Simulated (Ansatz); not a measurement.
The starting structures come from a database of crystals and need not be the phases stable at ambient conditions.

Inside the gap of an insulator the Bloch states are evanescent, with a wavenumber k + iκ along the transport direction.

```yaml
crystal:
  lattice:
    - [4.10546, 0.00000, 0.00000]
    - [0.00000, 13.25961, 0.08524]
    - [0.00000, 5.03505, 6.47791]
  atoms:
    - { symbol: Bi, position: [0.75000, 0.86655, 0.99755] }
    - { symbol: Bi, position: [0.25000, 0.13345, 0.00245] }
    - { symbol: Bi, position: [0.25000, 0.36655, 0.26934] }
    - { symbol: Bi, position: [0.75000, 0.63345, 0.73066] }
    - { symbol: Se, position: [0.25000, 0.44852, 0.86788] }
    - { symbol: Se, position: [0.75000, 0.55148, 0.13212] }
    - { symbol: Se, position: [0.75000, 0.94852, 0.23509] }
    - { symbol: Se, position: [0.25000, 0.05148, 0.76491] }
    - { symbol: Br, position: [0.25000, 0.68447, 0.33526] }
    - { symbol: Br, position: [0.75000, 0.31553, 0.66474] }
    - { symbol: Br, position: [0.75000, 0.18447, 0.29579] }
    - { symbol: Br, position: [0.25000, 0.81553, 0.70421] }
```

Space group of this cell: Pnma. The cell was relaxed by PBE-D3(BJ); by r2SCAN its mean pressure is 0.9 GPa.

Transport runs along the normal of the first two printed cell vectors.

No gap correction and no spin-orbit coupling; mid-gap values are interpolated between computed energies.

Problem. Predict the band gap and the smallest decay constant κ at mid-gap from Ansatz (a program for electronic structure) with r2SCAN.

Solution. Gap 1.87 eV on a 8×6×6 mesh; κ = 0.214 1/Å, at (0.000, 0.500) of the in-plane reciprocal vectors. At the zone centre, at the nearest computed energy, the slowest state has κ = 0.22 1/Å.
